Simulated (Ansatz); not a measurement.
## A computed series for Al: response to strain

Take Al in the fcc (Cu type) structure (space group Fm-3m, No. 225; a = 3.9937 Å; relaxed with 0.1 eV smearing) as the base. Axes: x, y, z lie along the cube axes.

Strains are applied to the cell and any free atomic positions relax; under biaxial strain the out-of-plane vector relaxes too.

Method: r2SCAN (Ansatz, a first-principles code), spin-orbit coupling left out.

Notes on the quantities. pressure: mean of the normal stresses, compression positive.

```tsv
variant	volume per atom	pressure
base	15.92 Å³	0.0 GPa
biaxial strain −3.00 %, plane normal [001], relaxed out of plane	15.42 Å³	3.6 GPa
biaxial strain −2.50 %, plane normal [001], relaxed out of plane	15.51 Å³	2.8 GPa
biaxial strain −2.00 %, plane normal [001], relaxed out of plane	15.60 Å³	2.1 GPa
biaxial strain −1.50 %, plane normal [001], relaxed out of plane	15.69 Å³	1.5 GPa
biaxial strain −1.00 %, plane normal [001], relaxed out of plane	15.77 Å³	0.9 GPa
biaxial strain −0.50 %, plane normal [001], relaxed out of plane	15.85 Å³	0.4 GPa
```

Whether these cells are dynamically stable was not tested.
